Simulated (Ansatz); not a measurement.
Base system: ZnCu2SnS4 (space group I-4, No. 82; a = 5.317 Å, c = 10.643 Å).

Method: Ansatz (a program for electronic structure) LDA, scalar-relativistic without spin-orbit coupling.

Base values:

```
Quantity    Result
--------  --------
Pressure  0.00 GPa
Band gap   0.14 eV
```

The change: the cell is scaled by 0.9700 in all directions, atoms relaxed at fixed cell.

### Question
What does the calculation give for the largest internal atomic displacement, energy relative to the base, pressure and band gap after the change?

### Answer
The largest internal atomic displacement is 0.013 Å; the energy grows by 47 meV/atom; the pressure (mean of the normal stresses, compression positive) goes from zero to 10.01 GPa; the band gap rises by 0.27 eV to 0.41 eV.

The cells carry an imposed strain or load. Stability against distortions was not tested. All final runs are without spin polarisation. A zero or small gap of ZnCu2SnS4 can be the functional's error rather than a property of the material.
